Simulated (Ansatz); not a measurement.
Where the default PAW files enter, the runs use the earlier of Ansatz's two default sets.

Evanescent states of RbCl (Fm-3m, rock salt, 2 atoms a cell, 36.2 Å³ an atom) along the normal of (001)

The numbers are results of PBEsol (plane waves, PAW; Ansatz, an electronic-structure program), not measurements.

The gap is the functional's own. No spin-orbit coupling. Mid-gap values are interpolated on the energy grid.

Energies count from the valence-band top; κ is the least over a 6×6 mesh across the current.

| E (eV) | κ (1/Å) | where |
|---|---|---|
| 0.12 | 0.136 | Γ |
| 0.34 | 0.218 | Γ |
| 0.57 | 0.263 | Γ |
| 0.81 | 0.293 | Γ |
| 1.03 | 0.315 | Γ |
| 1.26 | … | Γ |
| 1.50 | … | Γ |
| 1.73 | … | Γ |
| 1.96 | … | Γ |
| 2.19 | … | Γ |
| 2.42 | … | Γ |
| 2.65 | … | Γ |
| 2.88 | … | Γ |
| 3.10 | … | Γ |
| 3.33 | … | Γ |
| 3.56 | … | Γ |
| 3.79 | 0.286 | Γ |
| 4.03 | 0.260 | Γ |
| 4.25 | 0.226 | Γ |
| 4.49 | 0.178 | Γ |
| 4.71 | 0.096 | Γ |

Fill in the missing entries.


- 1.26, κ (1/Å): 0.330
- 1.50, κ (1/Å): 0.341
- 1.73, κ (1/Å): 0.348
- 1.96, κ (1/Å): 0.352
- 2.19, κ (1/Å): 0.353
- 2.42, κ (1/Å): 0.352
- 2.65, κ (1/Å): 0.348
- 2.88, κ (1/Å): 0.342
- 3.10, κ (1/Å): 0.333
- 3.33, κ (1/Å): 0.321
- 3.56, κ (1/Å): 0.306
